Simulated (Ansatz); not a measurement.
GeSe (space group P6_3mc, No. 186; a hypothetical phase, not in the database extracts checked)

Space group P6₃mc (No. 186); a = b = 4.7112 Å, c = 5.6929 Å, α = β = 90.00°, γ = 120.00°

```
atom  site  symmetry       x       y       z
----  ----  --------  ------  ------  ------
Ge      2b       3m.  0.6667  0.3333  0.0406
Se      2b       3m.  0.3333  0.6667  0.0846
```

Method: DFT with PBEsol, PAW potentials and a 420 eV plane-wave cutoff in Ansatz (a quantum-chemistry and plane-wave program), no spin-orbit coupling. Settings: 8×8×6 k-points, 0.05 eV Fermi–Dirac smearing.

```yaml
volume_per_atom: 27.36 Å³
density: 4.60 g/cm³
band_gap: 0.57 eV, indirect, H → K–Γ (73 % along)
total_energy: -4838.936 eV/atom (σ→0; compares only within this code and set-up)
```

Stability against distortions was not tested.
